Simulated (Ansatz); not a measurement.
# A computed series for hypothetical anti-CdI2 type Rb2O: pressure series

Consider Rb2O in the anti-CdI2 type structure (space group P-3m1, No. 164; a = 4.199 Å, c = 5.834 Å; a hypothetical phase, not in the database extracts checked).

Cell and atoms are relaxed at each pressure.

Method: Kohn–Sham DFT with the PBE-D3(BJ) functional, run in Ansatz (an electronic-structure program) with PAW and 420 eV plane waves, scalar-relativistic without spin-orbit coupling.

| change | width of the top valence band | density | band gap | gap character |
|---|---|---|---|---|
| base | 0.37 eV | 3.49 g/cm³ | 0.58 eV | indirect, M → Γ |
| pressure 0.9 GPa | 0.43 eV | 3.80 g/cm³ | 0.92 eV | indirect, M → Γ |
| pressure 2.1 GPa | 0.50 eV | 4.05 g/cm³ | 1.21 eV | indirect, M → Γ |
| pressure 4.5 GPa | 0.63 eV | 4.40 g/cm³ | 1.61 eV | indirect, M → Γ |
| pressure 9 GPa | 0.87 eV | 4.86 g/cm³ | 2.19 eV | indirect, M → Γ |
| pressure 15 GPa | 1.22 eV | 5.41 g/cm³ | 2.56 eV | direct at M |
| pressure 22.5 GPa | 1.53 eV | 5.98 g/cm³ | 2.36 eV | direct at M |
| pressure 30 GPa | 1.75 eV | 6.41 g/cm³ | 2.24 eV | indirect, K → M |

From pressure 9 GPa on, the axis ratios lie over 15 % from the base's, so the cell there is far from its starting form. Load acts through the strain it causes; cell and atoms are relaxed under it. No phonon test of stability was made. No other phases were tried under pressure.
